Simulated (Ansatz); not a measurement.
## Rh: stress against strain

Rh (fcc, Fm-3m, 13.238 Å³/atom at rest) under an equal strain ε in the (001) plane with the normal axis free, as in a coherent film. LDA in Ansatz, a plane-wave DFT program (PAW, default set), 420 eV, 30×30×30 Γ-centred mesh, Fermi-Dirac smearing 0.10 eV; ions are relaxed within the symmetry of each cell. Stress is positive for a compressed cell.

Here s stands for strain and y for stress xx.

```
strain (%)  stress xx (GPa)
----------  ---------------
-1.50                  8.42
-1.00                  5.47
-0.50                  2.67
0.00                   0.00
0.50                  -2.53
1.00                  -4.92
1.50                  -7.18
3.00                      ?
```

Taking a straight line for y over the 7 complete rows: Means: s 0, y 0.276. About the means, the sum of products is -36.390 and the sum of squares of s is 7.0000; the slope is their ratio. Least squares gives y = 0.276 - 5.1986·s. Residuals (row less fit): 0.346, -0.005, -0.205, -0.276, -0.207, 0.003, 0.342; standard error 0.282 (degrees of freedom: 5). The slope gives the biaxial elastic modulus of this plane = 520 ± 11 GPa.

### Question
Estimate the missing y (s = 3.00); what did the run itself give?

### Answer
y = 0.276 - 5.1986 × 3.0 = -15.320 GPa. The calculation gives -13.16 GPa, 2.160 GPa above the prediction (10.0 % of the range of y in the table). The row lies outside the fitted rows, so this is an extrapolation. From the scatter of the fitted rows alone, a prediction at this place has a standard error of 0.440 GPa, so the miss is 4.9 times that.

One order more, fitted to all 13 runs of the series, follows each within 0.01, so the miss is the next term of a smooth law. In a metal these values are sensitive to mesh and smearing; energies are taken to zero smearing, stresses follow the free energy. Rows are the converged runs of the series near zero and its far end; series whose fitted rows scatter by over a few per cent of the range, as at a crossing or softening among them, aren't shown in this form. Most that stay on the fit to the last digits aren't either.
